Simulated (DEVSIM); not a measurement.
System: abrupt Si p-n junction, at 300 K.

```csv
layer (left to right),material,thickness (μm),Nd (cm⁻³),Na (cm⁻³),τn (s),τp (s)
1,Si,0.160,-,2.1e18,1.4e-6,1.4e-6
2,Si,0.390,4.4e16,-,1.4e-6,1.4e-6
```

Left contact: ohmic. Right contact: ohmic. Voltage is applied to the left contact. Recombination: SRH at mid-gap, radiative. Mobility is μmin + (μ − μmin)/(1 + (N/Nref)^α).

The device is made up for the run: typed textbook-type constants, with dimensions and the other settings drawn at random. Values at 300 K.

```csv
parameter,Si
gap (eV),1.124
affinity (eV),4.05
permittivity,11.7
Nc (cm⁻³),2.86e19
Nv (cm⁻³),3.1e19
μn (cm²/Vs),1417
μp (cm²/Vs),470
"μn,min",52
"μp,min",45
"Nref,n",9.7e16
"Nref,p",2.2e17
αn,0.68
αp,0.72
B (cm³/s),4.7e-15
```

Model (solved in DEVSIM): 1D drift-diffusion, Boltzmann statistics, complete ionisation; no tunnelling, impact ionisation, image-force lowering or self-heating.

The doping Nd of layer 2 was swept, all else fixed.

| doping Nd of layer 2 (cm^-3) | dark forward voltage at 100 A/cm² (V) | largest field in the device at zero bias (V/cm) | dark forward voltage at 1 A/cm² (V) | potential step across the device at zero bias (V) |
|---|---|---|---|---|
| 1.3e15 | 0.611 | 81000 | 0.453 | 0.796 |
| 4.4e15 | 0.644 | 83000 | 0.505 | 0.827 |
| 1.3e16 | 0.675 | 92000 | 0.547 | 0.855 |
| 4.4e16 | 0.710 | 120000 | 0.588 | 0.887 |
| 1.3e17 | 0.743 | 180000 | 0.622 | 0.915 |
| 4.4e17 | 0.777 | 320000 | 0.657 | 0.946 |
| 1.3e18 | 0.796 | 480000 | 0.676 | 0.974 |

From the first row to the last the dark forward voltage at 100 A/cm² goes from 0.611 to 0.796. From the first row to the last the largest field in the device at zero bias goes from 81000 to 480000.
